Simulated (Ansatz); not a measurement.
Hops of point defects in rock-salt TiN, each between lowest sites run for its defect: PBE bands (Ansatz, a quantum-chemistry and plane-wave program, plane waves to 420 eV, PAW, climbing-image NEB) beside the CHGNet universal potential on its own band (it has no charge state). Static nuclei, no finite-size correction. The rows are a random draw from the bands that converged and passed our checks of state and shape. Saddle orders were checked for a part of the study's bands only and are not shown. Vacancies start on their lattice site; split forms were not set up.

```
Row                                           Defect                                                                                           Route  Hop (Å)        Cell and PBE mesh  CHGNet k-points  PBE barrier x (eV)  CHGNet barrier y (eV)
---  -----------------------------------------------  ----------------------------------------------------------------------------------------------  -------  -----------------------  ---------------  ------------------  ---------------------
1                           interstitial O, charge 0                                                                                O moves farthest     2.12  64 sites, 3×3×3 shifted             none                1.76                   1.34
2    Cu-vacancy pair (Cu on Ti, Ti vacant), charge 0  Cu changes places with the vacancy (Cu-vacancy distance between ideal sites 3.00 Å throughout)     1.80  64 sites, 2×2×2 shifted             none                0.25                   0.15
3    Mg-vacancy pair (Mg on Ti, Ti vacant), charge 0  Mg changes places with the vacancy (Mg-vacancy distance between ideal sites 3.00 Å throughout)     2.84  64 sites, 2×2×2 shifted             none                2.38                   1.42
4    Si-vacancy pair (Si on Ti, Ti vacant), charge 0  Si changes places with the vacancy (Si-vacancy distance between ideal sites 3.00 Å throughout)     2.79  64 sites, 2×2×2 shifted             none                0.97                   0.63
5        O-vacancy pair (O on N, N vacant), charge 0    O changes places with the vacancy (O-vacancy distance between ideal sites 3.00 Å throughout)     2.99  64 sites, 2×2×2 shifted             none                2.33                   1.11
6                          interstitial Cu, charge 0                                                                               Cu moves farthest     2.12  64 sites, 2×2×2 shifted             none                1.35                      ?
```

Problem. Fit a straight line y = a x + b to rows 1 to 5, predict row 6, and compare with the computed value.

Solution. Means: x̄ = 1.538, ȳ = 0.930 eV. Sums: Sxx = 3.367, Sxy = 1.821 eV². So a = Sxy/Sxx = 0.541 and b = ȳ − a x̄ = 0.098 eV, with a scatter of 0.23 eV about the line. Row 6: 0.541 × 1.35 + 0.098 ≈ 0.83 eV. The computed CHGNet value is 0.86 eV, +0.03 eV from the line, within the scatter. The line only summarises these rows of one host.
